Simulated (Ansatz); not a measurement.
The starting structures come from a database of crystals and need not be the phases stable at ambient conditions.

 Where the default PAW files enter, the runs use the earlier of Ansatz's two default sets.

```xyz
4
Lattice="4.1681 0.0000 0.0000 0.0000 6.8400 0.0000 2.0841 0.0000 3.6097" Properties=species:S:1:pos:R:3 pbc="T T T"
In     4.1681     3.4186     2.4065
In     2.0841     6.8386     1.2032
P      4.1681     0.8564     2.4065
P      2.0841     4.2764     1.2032
```

Space group of this cell: P6_3mc, wurtzite. The cell is taken as given.

Calculation: r2SCAN (plane waves, PAW; Ansatz, an electronic-structure program).

The current runs along the normal of the first two printed vectors; no spin-orbit coupling. Scaled by the factor s: all lengths (ions clamped). Meshes 8×6×8 and 8×6 across the current in all rows.

| s | mean pressure (GPa) | slowest mid-gap decay constant κ (1/Å) |
|---|---|---|
| 0.98 | 4.9 | ? |
| 1.00 | 0.1 | 0.075 |
| 1.02 | -3.4 | 0.053 |

Task: Take the slope of the slowest mid-gap decay constant κ against ln s from the two given rows, extrapolate to s = 0.98, and say what the run there gives.

Result: Slope = (0.053 − 0.075) / ln 1.02 = -1.11 1/Å. The line gives 0.075 + (-1.11) × ln 0.98 = 0.097 1/Å. The run gives 0.097 1/Å, as the line does.
